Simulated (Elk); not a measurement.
Band structure of AlNi (Cmmm, 2 atoms in the cell).

```
CELL_PARAMETERS angstrom
      1.97689    -1.99167     0.00000
      1.97689     1.99167     0.00000
      0.00000     0.00000     3.16049
ATOMIC_POSITIONS crystal
  Al 0.00000 0.00000 0.00000
  Ni 0.50000 0.50000 0.50000
```

Method of the run: LDA (PW92), all-electron FP-LAPW, Elk's shipped species files, default APW+lo basis run with Elk.

Settings: xctype = 3; rgkmax = 7; stype = 3; swidth = 0.00183747 Ha; ngridk = 15 15 14; rmtscf = 0.98.

The starting cell comes from a database of computed structures (which also holds hypothetical and non-ambient phases and stackings), without a prior relaxation at this level. Its lattice was rescaled by a random factor within 2.5 % of one. Spin polarisation is off. Values depend on the basis (sphere radii, cutoffs, local orbitals), which need not be converged.

Levels in eV from the Fermi level, bands 10 to 17:
| point | 10 | 11 | 12 | 13 | 14 | 15 | 16 | 17 |
|---|---|---|---|---|---|---|---|---|
| Γ | -1.55 | -1.53 | -1.25 | 2.77 | 6.68 | 6.73 | 7.21 | 9.01 |
| X | -2.27 | -2.27 | -2.17 | -0.79 | 2.10 | 2.95 | 10.17 | 13.18 |
| S | -2.58 | -1.91 | -1.43 | -0.35 | 7.85 | 8.32 | 8.83 | 11.90 |
| R | -2.67 | -1.84 | -1.78 | -1.14 | 1.18 | 1.94 | 12.82 | 16.22 |
| A | -1.11 | -0.79 | 1.99 | 2.17 | 2.28 | 3.29 | 3.86 | 3.95 |
| Z | -1.97 | -1.94 | -1.21 | -1.18 | 8.99 | 10.84 | 10.85 | 11.31 |
| Y | -2.27 | -2.27 | -2.17 | -0.79 | 2.10 | 2.95 | 10.17 | 13.18 |
| X1 | -2.27 | -2.27 | -2.17 | -0.79 | 2.10 | 2.95 | 10.17 | 13.18 |
| A1 | -1.11 | -0.79 | 1.99 | 2.17 | 2.28 | 3.29 | 3.86 | 3.95 |
| T | -1.11 | -0.79 | 1.99 | 2.17 | 2.28 | 3.29 | 3.86 | 3.94 |

Bands cross the Fermi level along this path, so the cell is metallic at this level.
